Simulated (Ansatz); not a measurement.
The starting structures come from a database of crystals and need not be the phases stable at ambient conditions.

Here is the system:

```
CdMgTe2
1.0
    4.61362     0.00000     0.00000
    0.00000     4.61362     0.00000
    0.00000     0.00000     6.49047
Mg Cd Te
1 1 2
Direct
  0.50000   0.50000   0.50000
  0.00000   0.00000   0.00000
  0.00000   0.50000   0.25545
  0.50000   0.00000   0.74455
```

Space group of this cell: P-4m2. The cell is taken as given; by PBEsol its mean pressure is -0.9 GPa.

The current runs along the normal of the first two printed vectors, the (001) plane. All runs by Ansatz (an electronic-structure program), plane waves and PAW, without spin-orbit coupling; the base is PBEsol.

| run | mean pressure (GPa) | gap (eV) | mid-gap κ (1/Å) |
|---|---|---|---|
| base | -0.9 | 1.35 | 0.107 |
| all lengths scaled by 0.98 | 1.6 | 1.55 | 0.121 |
| all lengths scaled by 1.02 | -2.7 | ? | ? |
| lda in place of pbesol | -2.2 | 1.22 | ? |
| lengths across the current scaled by 0.98, ions clamped | 0.7 | 1.47 | 0.117 |
| lengths across the current scaled by 1.02, ions clamped | -2.1 | 1.21 | 0.097 |
| lengths along the current scaled by 0.97, ions clamped | 0.2 | ? | ? |
| lengths along the current scaled by 1.03, ions clamped | -1.8 | 1.22 | 0.102 |

Some entries are withheld; supply them.


- all lengths scaled by 1.02, gap (eV): 1.15
- all lengths scaled by 1.02, mid-gap κ (1/Å): 0.094
- lda in place of pbesol, mid-gap κ (1/Å): 0.098
- lengths along the current scaled by 0.97, ions clamped, gap (eV): 1.43
- lengths along the current scaled by 0.97, ions clamped, mid-gap κ (1/Å): 0.111
